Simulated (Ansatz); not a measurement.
Start from Pt in the fcc (Cu type) structure (space group Fm-3m, No. 225; a = 3.920 Å; relaxed with 0.1 eV smearing). Axes: x, y, z lie along the cube axes.

Computed with plane-wave PAW DFT at the PBEsol level (Ansatz, an electronic-structure program, 420 eV), no spin-orbit coupling.

Modification: uniaxial strain ε_zz = +0.50 %, all other strain components held at zero; the atoms relax in the strained cell.

Question: What does the calculation give for the stress after the change?

Answer: The stress (xx, yy, zz, yz, xz, xy; compression positive) comes out as (-1.2, -1.2, -1.8, 0.0, 0.0, 0.0) GPa.

Stability against distortions was not tested. The final runs are not spin-polarised.
